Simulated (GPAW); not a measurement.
## GPAW run on GaCuSeS (I2_12_12_1, 8 atoms in the cell): self-consistent single point

Computed with PBEsol, GPAW PAW datasets PBEsol (made by gpaw-setup) (plane waves; GPAW).

Input as run:

```python
from ase import Atoms
from ase.units import GPa
from gpaw import GPAW, PW, FermiDirac

atoms = Atoms(['Ga', 'Ga', 'Cu', 'Cu', 'Se', 'Se', 'S', 'S'],
              cell=[[-2.735500, 2.739090, 5.433890],
                    [2.735500, -2.739090, 5.433890],
                    [2.735500, 2.739090, -5.433890]],
              scaled_positions=[[0.130370, 0.880370, 0.250000],
                                [0.369630, 0.619630, 0.750000],
                                [0.636200, 0.386200, 0.250000],
                                [0.863800, 0.113800, 0.750000],
                                [0.250000, 0.492010, 0.242010],
                                [0.750000, 0.007990, 0.257990],
                                [0.499420, 0.250000, 0.749420],
                                [0.000580, 0.750000, 0.750580]],
              pbc=True)

calc = GPAW(mode=PW(800),
            xc='PBEsol',
            kpts=(3, 3, 3),
            occupations=FermiDirac(0.02),
            nbands=-4,
            convergence={'bands': -2},
            symmetry={'symmorphic': False, 'tolerance': 0.0005},
            maxiter=120)

atoms.calc = calc

energy = atoms.get_potential_energy()
print('Energy (eV):', round(energy, 6))
forces = atoms.get_forces()
print('Forces (eV/Ang):')
print(forces.round(5))
stress = atoms.get_stress()
print('Stress (GPa, Voigt):', (stress / GPa).round(4))
```

Log, with long lists cut:

```
Input parameters:
  convergence: {bands: -2}
  kpts: [3 3 3]
  maxiter: 120
  mode: {ecut: 800.0,
         name: pw}
  nbands: -4
  occupations: {fixmagmom: False,
                name: fermi-dirac,
                width: 0.02}
  symmetry: {symmorphic: False,
             tolerance: 0.0005}
  xc: PBEsol

species:
  Ga:
    name: Gallium
    Z: 31.0
    valence: 3
    core: 28
    charge: 0.0
    file: Ga.PBEsol.gz

    # Using partial waves for Ga as LCAO basis

  Cu:
    name: Copper
    Z: 29.0
    valence: 11
    core: 18
    charge: 0.0
    file: Cu.PBEsol.gz

    # Using partial waves for Cu as LCAO basis

  Se:
    name: Selenium
    Z: 34.0
    valence: 6
    core: 28
    charge: 0.0
    file: Se.PBEsol.gz

    # Using partial waves for Se as LCAO basis

  S:
    name: Sulfur
    Z: 16.0
    valence: 6
    core: 10
    charge: 0.0
    file: S.PBEsol.gz

    # Using partial waves for S as LCAO basis

Reference energy: -349454.893637  # eV

Spin-paired calculation

Convergence criteria:
 Maximum [total energy] change in last 3 cyles: 0.0005 eV / valence electron
 Maximum integral of absolute [dens]ity change: 0.0001 electrons / valence electron
 Maximum integral of absolute [eigenst]ate change: 4e-08 eV^2 / valence electron
 Maximum number of scf [iter]ations: 120

Symmetries present (total): 4
Symmetries with fractional translations: 3
27 k-points: 3 x 3 x 3 Monkhorst-Pack grid
8 k-points in the irreducible part of the Brillouin zone
       k-points in crystal coordinates                weights
   0:     0.00000000    0.00000000    0.00000000          1/27
   1:     0.33333333   -0.33333333   -0.33333333          2/27
   2:     0.33333333   -0.33333333    0.00000000          4/27
   3:     0.33333333   -0.33333333    0.33333333          2/27
   4:     0.33333333    0.00000000   -0.33333333          4/27
   5:     0.33333333    0.00000000    0.00000000          4/27
   6:     0.33333333    0.33333333   -0.33333333          2/27
   7:     0.33333333    0.33333333    0.33333333          8/27

Wave functions: Plane wave expansion
  Cutoff energy: 800.000 eV
  Number of coefficients (min, max): 8348, 8425
  Pulay-stress correction: 0.000000 eV/Ang^3 (de/decut=0.000000)

Occupation numbers: Fermi-Dirac:
  width: 0.0200  # eV

Eigensolver

Densities:
  Coarse grid: 48*48*48 grid
  Fine grid: 96*96*96 grid
  Total Charge: 0.000000

Density mixing:
  Method: separate
  Backend: pulay
  Linear mixing parameter: 0.05
  old densities: 5
  Damping of long wavelength oscillations: 50

Hamiltonian:
  XC and Coulomb potentials evaluated on a 96*96*96 grid
  External potential:
    NoExternalPotential

XC parameters: PBEsol with 2 nearest neighbor stencil

Number of atoms: 8
Number of atomic orbitals: 42
Number of bands in calculation: 30
Number of valence electrons: 52
Bands to converge: 28

Density initialized from atomic densities
  30 bands from LCAO basis set

Atomic positions and initial magnetic moments

Positions:
   0 Ga     2.735500   -1.369545    4.133777    ( 0.0000,  0.0000,  0.0000)
   1 Ga     2.735500    1.369545    1.300113    ( 0.0000,  0.0000,  0.0000)
   2 Cu     0.000000    1.369545    4.197137    ( 0.0000,  0.0000,  0.0000)
   3 Cu     0.000000    4.108635    1.236753    ( 0.0000,  0.0000,  0.0000)
   4 Se     1.324037   -0.000000    2.716945    ( 0.0000,  0.0000,  0.0000)
   5 Se    -1.324037    2.739090    2.716945    ( 0.0000,  0.0000,  0.0000)
   6 S      1.367750    2.735913    0.000000    ( 0.0000,  0.0000,  0.0000)
   7 S      4.103250    0.003177   -0.000000    ( 0.0000,  0.0000,  0.0000)

Unit cell:
           periodic     x           y           z      points  spacing
  1. axis:    yes   -2.735500    2.739090    5.433890    48     0.1019
  2. axis:    yes    2.735500   -2.739090    5.433890    48     0.1018
  3. axis:    yes    2.735500    2.739090   -5.433890    48     0.0806

  Lengths:   6.671786   6.671786   6.671786
  Angles:  131.589058 131.521446  70.932385

Effective grid spacing dv^(1/3) = 0.1138

     iter     time        total  log10-change:
                         energy   eigst   dens
iter:   1 --:--:--   -37.358506   +0.54
iter:   2 --:--:--   -36.877995   -0.85  -1.17
iter:   3 --:--:--   -36.038593   -0.87  -1.18
iter:   4 --:--:--   -35.864343   -1.32  -1.26
iter:   5 --:--:--   -35.890497   -1.35  -1.38
iter:   6 --:--:--   -36.532480   -1.13  -1.69
iter:   7 --:--:--   -35.923033   -0.53  -1.66
iter:   8 --:--:--   -35.777476   -2.28  -2.13
iter:   9 --:--:--   -35.760261   -2.90  -2.38
iter:  10 --:--:--   -35.752281c  -2.70  -2.50
iter:  11 --:--:--   -35.755318c  -3.01  -2.64
iter:  12 --:--:--   -35.752376c  -3.68  -2.80
iter:  13 --:--:--   -35.751453c  -3.66  -3.08
iter:  14 --:--:--   -35.751474c  -4.21  -3.21
iter:  15 --:--:--   -35.751484c  -4.67  -3.35
iter:  16 --:--:--   -35.751466c  -5.36  -3.81
iter:  17 --:--:--   -35.751465c  -5.84  -3.89
iter:  18 --:--:--   -35.751467c  -5.66  -3.96
iter:  19 --:--:--   -35.751464c  -6.39  -4.11c
iter:  20 --:--:--   -35.751464c  -5.83  -4.16c
iter:  21 --:--:--   -35.751462c  -6.69  -4.30c
iter:  22 --:--:--   -35.751462c  -6.82  -4.40c
iter:  23 --:--:--   -35.751462c  -7.49c -4.48c

Converged after 23 iterations.

Dipole moment: (-0.676733, -0.564024, -1.767106) |e|*Ang

Energy contributions relative to reference atoms: (reference = -349454.893637)

Kinetic:        +33.323698
Potential:      -33.530035
External:        +0.000000
XC:             -35.923913
Entropy (-ST):   -0.000002
Local:           +0.378789
SIC:             +0.000000
--------------------------
Free energy:    -35.751463
Extrapolated:   -35.751462

Showing only first 2 kpts
 Kpt  Band  Eigenvalues  Occupancy
  0    24      5.17352    2.00000
  0    25      5.24647    1.99985
  0    26      5.62714    0.00015
  0    27      7.21252    0.00000

  1    24      4.57931    2.00000
  1    25      4.58752    2.00000
  1    26      7.24685    0.00000
  1    27      7.73103    0.00000

Fermi level: 5.43708

Gap: 0.381 eV
Transition (v -> c):
  (s=0, k=0, n=25, [0.00, 0.00, 0.00]) -> (s=0, k=0, n=26, [0.00, 0.00, 0.00])
No difference between direct/indirect transitions
Energy (eV): -35.751462

Forces in eV/Ang:
  0 Ga    0.00000    0.00000   -0.11736
  1 Ga    0.00000    0.00000    0.11736
  2 Cu    0.00000    0.00000    0.07614
  3 Cu    0.00000    0.00000   -0.07614
  4 Se   -0.14879    0.00000   -0.00000
  5 Se    0.14879    0.00000   -0.00000
  6 S     0.00000    0.16867    0.00000
  7 S    -0.00000   -0.16867   -0.00000

Stress tensor:
     0.006738     0.000000     0.000000
     0.000000     0.006556     0.000000
     0.000000     0.000000     0.006815
Stress (GPa, Voigt): [1.0796 1.0503 1.0918 0.     0.     0.    ]
```

The run converged in 23 iterations. GPAW prints stress with tension positive.

The starting cell comes from a database of computed structures (which also holds hypothetical and non-ambient phases and stackings), without a prior relaxation at this level.

Cost on one core of a shared machine: roughly 70 s.
